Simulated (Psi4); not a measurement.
Psi4 1.11, HF/def2-svp: Hf(OH)(SH)3 ([OH][Hf]([SH])([SH])[SH]), 9 atoms. The geometry is a generated start, not checked to be a minimum at this level.

| Property | Result |
|---|---|
| task | energy |
| method | scf |
| basis | def2-svp |
| memory | 3 GB |
| maxiter | 100 |
| keys of the molecule block | symmetry c1 |
| scf_type | df (default) |
| e_convergence | 1e-06 (default) |
| d_convergence | 1e-06 (default) |
| effective core potentials | those of the basis set, past Kr |
| basis functions | 120 |

```xyz
9

Hf    -0.0539    -0.5046    -0.0567
O      1.1455     0.6749    -0.8662
H      2.0496     0.7135    -0.5262
S      1.4205    -0.8176     1.9401
H      1.1423     0.4116     2.3897
S     -0.8446    -2.2144    -1.6476
H     -1.7662    -1.3782    -2.1319
S     -1.9535     1.0362     0.3658
H     -1.1398     2.0786     0.5328
```

Charge 0 and multiplicity 1 are set for this test and not shown to be the ground state.

With the defaults (damping_percentage = 0, guess = auto, which took SAD, soscf = false, soscf_start_convergence = 0.01, level_shift = 0, level_shift_cutoff = 0.01, diis_max_vecs = 10, scf_initial_accelerator = adiis) it converges in 9 SCF iterations. One run each on 2 threads, with these changes:
- scf_initial_accelerator = none
- guess = sadno
- guess = huckel
- diis_max_vecs = 20
- damping_percentage = 60
- guess = core
- level_shift = 0.5, level_shift_cutoff = 0.001
- soscf = true, soscf_start_convergence = 0.1
- diis_max_vecs = 6

### Question
Which of these changes keep the SCF from converging, or lead it to another solution?

### Answer
No convergence: damping_percentage = 60 (the run ends without SCF convergence in 100 iterations). The rest reach the solution of the defaults.

| setting | SCF iterations | JK calls | end |
|---|---|---|---|
| soscf = true, soscf_start_convergence = 0.1 | 6 | 22 | same solution |
| the defaults | 9 | 10 | same solution |
| level_shift = 0.5, level_shift_cutoff = 0.001 | 9 | 10 | same solution |
| diis_max_vecs = 20 | 9 | 10 | same solution |
| scf_initial_accelerator = none | 9 | 10 | same solution |
| diis_max_vecs = 6 | 9 | 10 | same solution |
| guess = huckel | 10 | 39 | same solution |
| guess = sadno | 10 | 10 | same solution |
| guess = core | 12 | 12 | same solution |
| damping_percentage = 60 | 100 | 101 | no convergence |

An SOSCF iteration holds several JK calls; a Hückel guess adds calls on atoms.
